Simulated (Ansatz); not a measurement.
Bi (within 0.1 Å of Pmma, No. 51, 2 atoms in the cell; start mp-1096851; another form than the element's usual one) was calculated with r²SCAN in Ansatz (plane waves, PAW).

Settings: plane-wave cutoff 560 eV, 18×18×10 k mesh (along the axes of the cell as run), Fermi–Dirac smearing 0.05 eV, scalar-relativistic PAW data made under PBE.

Cell (relaxed at this level):

```cif
data_Bi2
_chemical_formula_sum 'Bi2'
_space_group_name_H-M_alt 'Pmma'
_space_group_IT_number 51
_space_group_name_Hall '-P 2a 2a'
_cell_length_a 6.51291
_cell_length_b 3.25207
_cell_length_c 3.25228
_cell_angle_alpha 90.000
_cell_angle_beta 90.000
_cell_angle_gamma 90.000
loop_
_space_group_symop_operation_xyz
  'x, y, z'
  '-x, -y, -z'
  '-x+1/2, -y, z'
  'x+1/2, y, -z'
  'x+1/2, -y, -z'
  '-x+1/2, y, z'
  '-x, y, -z'
  'x, -y, z'
loop_
_atom_site_label
_atom_site_type_symbol
_atom_site_symmetry_multiplicity
_atom_site_Wyckoff_symbol
_atom_site_fract_x
_atom_site_fract_y
_atom_site_fract_z
_atom_site_occupancy
Bi1 Bi 2 e 0.25000 0.00000 0.48941 1
```

### Question
Predict the bulk modulus B0.

### Answer

- bulk modulus B0: 51.0 GPa

The run finds no gap.

Note: the bulk modulus is −V dP/dV from two relaxed cells at ±2 % in volume.

Spin–orbit coupling is not included; it can shift volumes and moduli of such heavy elements.

The result took about 25 core-minutes (a rough figure).

A start named mp-… is a Materials Project structure, which need not be a measured phase.

Ansatz is a first-principles code.
